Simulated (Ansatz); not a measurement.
Input:

End structure of H2O on the 1x1 (0001) surface of hcp Ti, one in a 2x2 cell, started at the site 'hollow Ti-Ti-Ti over Ti at depth 2.2 Å':

```
CELL_PARAMETERS angstrom
      5.87727     0.00000     0.00000
     -2.93864     5.08987     0.00000
      0.00000     0.00000    26.00000
ATOMIC_POSITIONS crystal
  Ti 0.33333 0.16667 0.36988
  Ti 0.33333 0.66667 0.36988
  Ti 0.83333 0.16667 0.36988
  Ti 0.83333 0.66667 0.36988
  Ti 0.16667 0.33333 0.45305
  Ti 0.16667 0.83333 0.45305
  Ti 0.66667 0.33333 0.45305
  Ti 0.66667 0.83333 0.45305
  Ti 0.32932 0.15816 0.55055
  Ti 0.33503 0.65690 0.54587
  Ti 0.84059 0.17990 0.54544
  Ti 0.82257 0.65763 0.54573
  Ti 0.15853 0.33062 0.63472
  Ti 0.14870 0.79730 0.62918
  Ti 0.67318 0.33128 0.63433
  Ti 0.67883 0.85805 0.62654
  O  0.41655 0.33003 0.70182
  H  0.50109 0.48977 0.72320
  H  0.34380 0.17125 0.72355
```

Set-up: 19 atoms, 6.8 Å thick at the start under the adsorbate (thin: gaps and levels are the slab's own); mesh 6x6x1; 0.1 eV smearing; dipole correction on; 8 atoms held, the rest relaxed; no symmetry held; no spin, no spin-orbit, no U, no dispersion correction. At the end it is bonded to 2 Ti. In PBE it is, or lies within 0.03 eV of, the lowest of the starts that converged.

A negative adsorption energy means that the adsorbate is more stable on the surface than in its reference.

**Question.** What is the computed work function of the top face (PBE run with Ansatz, a first-principles code)?

**Answer.** 2.90 eV

**Question.** Estimate the change of the step from the bottom to the top vacuum level, against the clean slab that PBE returns for this input.

**Answer.** -1.49 eV

**Question.** Give the adsorption energy against H2O(g) at the level PBE.

**Answer.** -0.67 eV

**Question.** Predict the change of the work function from PBE.

**Answer.** -1.50 eV
